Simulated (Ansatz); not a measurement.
Zr on the 1x1 (110) surface of bcc Mo, one in a 2x2 cell, energies for each (28.3 Å²). Energies are against an atom of hcp Zr, without zero-point or thermal terms; each row is named by its start.

The numbers are results of PBE (plane waves to 420 eV, PAW; Ansatz, a program for electronic structure), not measurements.

Q: Which site binds most strongly?
A) bridge Mo-Mo (span 3.2 Å)
B) bridge Mo-Mo (span 2.7 Å)
C) top Mo

A: A, bridge Mo-Mo (span 3.2 Å). Adsorption energies: bridge Mo-Mo (span 3.2 Å) 0.26 eV; bridge Mo-Mo (span 2.7 Å) 0.48 eV; top Mo 0.86 eV.
